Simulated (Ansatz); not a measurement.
Harmonic thermodynamics of Ca₂Si in space group Fm-3m (No. 225)

Per mole of formula units at the relaxed static volume; finite displacements on a 3×3×3 mesh, LDA in Ansatz (a quantum-chemistry and plane-wave program), k mesh 6×6×6; sums on an interpolated 6×6×6 mesh. The cell is a database entry relaxed within its symmetry; it need not be the phase found at ambient conditions. Dynamical quadrupoles are not included in the interpolation of the phonons between the solved wave vectors. Zero-point energy 9.46 kJ/mol.

| T (K) | F_vib (kJ/mol) | S (J/mol/K) | C_V (J/mol/K) |
|---|---|---|---|
| 100 | 8.52 | 28.0 | 45.1 |
| 150 | 6.58 | 49.2 | 58.6 |
| 200 | 3.66 | 67.0 | 64.9 |
| 250 | -0.07 | 81.9 | 68.2 |
| 300 | -4.49 | 94.5 | 70.1 |
| 400 | -15.01 | 115.0 | 72.0 |
| 600 | -41.14 | 144.5 | 73.5 |
| 800 | -72.26 | 165.7 | 74.0 |
| 1000 | … | … | … |

### Question
Complete the blanks.

### Answer

- 1000, F_vib (kJ/mol): -107.13
- 1000, S (J/mol/K): 182.3
- 1000, C_V (J/mol/K): 74.3

No phase change or melting is allowed for: the numbers belong to this structure as given.

The PAW data sets were generated under PBE and serve the other functionals too.
